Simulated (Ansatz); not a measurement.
## Response to strain in Rb2KAsF6

Take Rb$_{2}$KAsF$_{6}$ (space group Fm-3m, No. 225; a = 9.083 Å; a cell from a computed database, its experimental status unchecked) as the base. Axes: x, y, z lie along the cube axes.

Strains are applied to the cell and any free atomic positions relax.

Level of theory: r2SCAN (Ansatz, an electronic-structure program), no SOC.

Question: Only one of these has a direct gap. Which?
A. isotropic strain −0.52 %
B. uniaxial strain ε_zz = −1.54 %
C. uniaxial strain ε_yy = +0.73 %

Answer: A, isotropic strain −0.52 %. Computed: uniaxial strain ε_zz = −1.54 %: indirect, N → Γ–X (40 % along); uniaxial strain ε_yy = +0.73 %: indirect, N → Γ–M (40 % along); isotropic strain −0.52 %: direct at L

Whether these cells are dynamically stable was not tested. k-point labels follow each cell's own Brillouin zone.
